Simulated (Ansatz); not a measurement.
By PBEsol, the system below comes out a metal.

Without scattering a metal conducts by its projected Fermi surface.

Given:

```
CELL_PARAMETERS angstrom
      3.17202     0.00000     0.00000
     -1.58601     2.74705     0.00000
      0.00000     0.00000     5.14120
ATOMIC_POSITIONS crystal
  Mg 0.33333 0.66667 0.25000
  Mg 0.66667 0.33333 0.75000
```

The cell is taken as given.

The current flows along the normal of the first two printed cell vectors, the (001) plane of the conventional cell. No spin-orbit coupling; the value is a mean over 0.1 eV about the Fermi level.

Give the ballistic conductance per area that Ansatz (a program for electronic structure) with PBEsol yields.

0.81 × 10¹⁵ S/m² for both spins.
